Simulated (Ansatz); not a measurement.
**MgS: isotropic strain +2.22 %**

The parent structure is MgS in the rock salt structure (space group Fm-3m, No. 225; a = 5.2051 Å).

Modification: an isotropic linear strain of +2.22 %; the atoms relax in the strained cell.

All numbers come from Ansatz (a program for electronic structure), r2SCAN, PAW, cutoff 500 eV, no spin-orbit coupling, earlier PAW set. Γ-centred 11×11×11 mesh, Fermi–Dirac width 0.05 eV.

| quantity | base | changed | shift |
|---|---|---|---|
| space group | Fm-3m (No. 225) | Fm-3m (No. 225) | – |
| shortest interatomic distance | 2.603 Å | 2.660 Å | +0.0578 Å |
| energy relative to the base (free energy F) | 0 meV/atom | +18 meV/atom | +18 meV/atom |
| pressure | 0.00 GPa | -4.60 GPa | -4.60 GPa |
| band gap | 3.47 eV | 3.32 eV | -0.144 eV |
| gap character | indirect, Γ → X | indirect, Γ → X | – |
| mean gap deformation potential ΔEg/Δln V | – | -2.2 eV | – |
| width of the top valence band | 2.34 eV | 2.16 eV | -0.18 eV |
| electron mass | 0.51 mₑ along k, 0.30 mₑ across (at X) | 0.52 mₑ along k, 0.30 mₑ across (at X) | – |
| hole mass (degenerate bands, along [100]) | 0.28, 0.93, 0.93 mₑ (at Γ) | 0.27, 1.0, 1.0 mₑ (at Γ) | – |
| valley order (the lowest conduction-band minima on the path, energy above the VBM, named in the base's zone) | X along ⟨100⟩ 3.47 eV; Γ 4.64 eV | X along ⟨100⟩ 3.32 eV; Γ 4.11 eV | – |

Final structure:

```xyz
2
Lattice="0.0000 2.6603 2.6603 2.6603 0.0000 2.6603 2.6603 2.6603 0.0000" Properties=species:S:1:pos:R:3 pbc="T T T"
S      0.0000     0.0000     0.0000
Mg     2.6603     2.6603     2.6603
```

Cost of the whole job for the changed cell (relaxation, final SCF and bands): about 15 core-seconds (a rough figure).

Masses are band curvatures over ±0.01 Å⁻¹ around the edge. Along k means along the line from Γ to the band edge. Stability against distortions was not tested.
